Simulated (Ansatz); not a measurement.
Amorphous Si₁₀Al₁₆O₄₄, 70 atoms at 2.38 g/cm³, one PBE-relaxed geometry, zone centre. Methods: PBE, scalar-relativistic without spin-orbit coupling (Ansatz, an electronic-structure program); r2SCAN, scalar-relativistic without spin-orbit coupling (Ansatz); HSE06, scalar-relativistic without spin-orbit coupling (Ansatz). Plane waves to 420 eV (r2SCAN 500 eV); exact exchange is cut at the cell's faces. At PBE the levels at the filled edge of the gap are localised (band-tail or defect states), and the nearest spread-out levels lie 4.2 eV apart at the zone centre. All rungs ran without spin polarisation.

The cell was made by melting and quenching with the CHGNet potential and then relaxed with DFT. O atoms were pushed apart under 1.9 Å during the dynamics, to hinder bonds among them. The hot cell started wider than the set density and was brought back towards it in steps. It is the lowest in DFT energy of 2 quenches. It is a model cell: composition and starting density were chosen by hand, and all elements were melted together. No dispersion term was used. Its density started from a set value of 2.35 and ended at 2.38 g/cm³. The quench (nominally 83 K/ps over its main leg) was far faster than any real one, so the model tends to hold more defects than a real film. Values belong to this one cell and scatter from quench to quench. The volume was free in the relaxation, at fixed shape. Stress components on the final sampling reach 1.3 GPa.

The relaxation ran on the zone centre alone. At PBE the level gap is 3.91 eV on a 2×2×2 Γ-centred mesh, and the spacing at the zone centre alone 3.91 eV.

Problem. What zone-centre spacing does r2SCAN give, roughly?

Solution. 4.52 eV (+0.61 eV against PBE).

Problem. What zone-centre spacing does HSE06 give, roughly?

Solution. 5.61 eV (+1.71 eV against PBE).

The highest filled and the lowest empty state spread over these numbers of atoms (participation numbers): PBE: 2.9 and 56.8; r2SCAN: 2.8 and 57.2; HSE06: 2.8 and 56.9.
